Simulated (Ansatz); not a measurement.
Reference: Ru (P6_3/mmc), r2SCAN, rigid bands (plane waves, PAW, scalar-relativistic; Ansatz, a program for electronic structure); geometry: cell and atoms relaxed with PBEsol.

```cif
data_Ru2
_chemical_formula_sum 'Ru2'
_space_group_name_H-M_alt 'P 1'
_space_group_IT_number 1
_cell_length_a 2.68806
_cell_length_b 2.68806
_cell_length_c 4.25536
_cell_angle_alpha 90.000
_cell_angle_beta 90.000
_cell_angle_gamma 120.000
loop_
_space_group_symop_operation_xyz
  'x, y, z'
loop_
_atom_site_label
_atom_site_type_symbol
_atom_site_fract_x
_atom_site_fract_y
_atom_site_fract_z
_atom_site_occupancy
Ru1 Ru 0.33333 0.66667 0.25000 1
Ru2 Ru 0.66667 0.33333 0.75000 1
```

| Quantity | Result |
|---|---|
| density of states at the Fermi level per atom | 0.76 states/eV |
| Drude plasma energy | 9.1 eV |
| root-mean-square Fermi velocity | 7.5 ×10⁵ m/s |

Replace Ru by Os on the same sites and relax. What happens?

Os (P6_3/mmc): volume per atom 13.3 to 13.9 Å³; density of states at the Fermi level per atom falls (0.76 states/eV to 0.57 states/eV); Drude plasma energy stays about the same (9.1 eV to 8.7 eV); root-mean-square Fermi velocity stays about the same (7.5 ×10⁵ m/s to 8.4 ×10⁵ m/s).

Replace Ru by Hf on the same sites and relax. What happens?

Hf (P6_3/mmc): volume per atom 13.3 to 21.6 Å³; density of states at the Fermi level per atom falls (0.76 states/eV to 0.59 states/eV); Drude plasma energy falls (9.1 eV to 4.4 eV); root-mean-square Fermi velocity falls (7.5 ×10⁵ m/s to 5.2 ×10⁵ m/s).

Replace Ru by Zr on the same sites and relax. What happens?

Zr (P6_3/mmc): volume per atom 13.3 to 22.5 Å³; density of states at the Fermi level per atom stays about the same (0.76 states/eV to 0.75 states/eV); Drude plasma energy falls (9.1 eV to 4.2 eV); root-mean-square Fermi velocity falls (7.5 ×10⁵ m/s to 4.5 ×10⁵ m/s).

Moves up to 12 % count as about the same. Metals at this level; values at 300 K, both spins, means over directions. As a rough test of the mesh, the Fermi surface's area from every second k point differs by up to 8 %. Spin-orbit coupling is left out.

The missing spin-orbit coupling matters most for Hf (P6_3/mmc), Os (P6_3/mmc).
